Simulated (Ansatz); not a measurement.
The reference is GaAs in the zinc blende structure (space group F-43m, No. 216; a = 5.6594 Å). Axes: x, y, z lie along the cube axes.

The change: biaxial strain −1.02 %, plane normal [001], relaxed out of plane (Cartesian); in-plane vectors clamped, the third vector and the atoms free.

Levels (all Ansatz, an electronic-structure program, PAW, earlier PAW set): PBEsol (420 eV, no spin-orbit coupling); r2SCAN (500 eV, no spin-orbit coupling); HSE06 (420 eV, no spin-orbit coupling); PBEsol+SOC (420 eV, with spin-orbit coupling); HSE06+SOC (420 eV, with spin-orbit coupling).

One geometry, relaxed with PBEsol, under each level:

The valence-band top lists the three highest levels at Γ (Kramers pairs under SOC), from the VBM.

```json
[
 {"level": "PBEsol", "band gap": "0.47 eV", "lowest conduction level above the VBM at special points": "Γ 0.47 eV; N 0.91 eV; X 1.26 eV; M 1.38 eV", "valence-band top at Γ": "0.00, 0.00, -0.12 eV", "electron mass": "0.033 mₑ out of plane, 0.028 mₑ in plane (at Γ)", "pressure": "0.81 GPa"},
 {"level": "r2SCAN", "band gap": "___", "lowest conduction level above the VBM at special points": "___", "valence-band top at Γ": "–", "electron mass": "___", "pressure": "___"},
 {"level": "HSE06", "band gap": "1.44 eV", "lowest conduction level above the VBM at special points": "Γ 1.44 eV; N 1.73 eV; X 1.96 eV", "valence-band top at Γ": "–", "electron mass": "–", "pressure": "–"},
 {"level": "PBEsol+SOC", "band gap": "0.36 eV", "lowest conduction level above the VBM at special points": "Γ 0.36 eV; N 0.80 eV; X 1.15 eV; M 1.27 eV", "valence-band top at Γ": "0.00, -0.07, -0.39 eV", "electron mass": "0.031 mₑ out of plane, 0.026 mₑ in plane (at Γ)", "pressure": "0.80 GPa"},
 {"level": "HSE06+SOC", "band gap": "1.32 eV", "lowest conduction level above the VBM at special points": "Γ 1.32 eV; N 1.61 eV; X 1.84 eV", "valence-band top at Γ": "0.00, -0.07, -0.42 eV", "electron mass": "–", "pressure": "–"}
]
```

Q: Give the withheld r2SCAN results.

A: 
- r2SCAN, band gap: 1.04 eV
- r2SCAN, lowest conduction level above the VBM at special points: Γ 1.04 eV; N 1.36 eV; X 1.67 eV; M 1.80 eV
- r2SCAN, electron mass: 0.058 mₑ out of plane, 0.055 mₑ in plane (at Γ)
- r2SCAN, pressure: 1.10 GPa

Single points use the geometry relaxed with PBEsol. Their cutoffs differ, which shifts pressures a little. The spin-orbit shifts are approximate. Masses are band curvatures over ±0.01 Å⁻¹ around the edge. Whether these cells are dynamically stable was not tested. k-point labels follow each cell's own Brillouin zone.
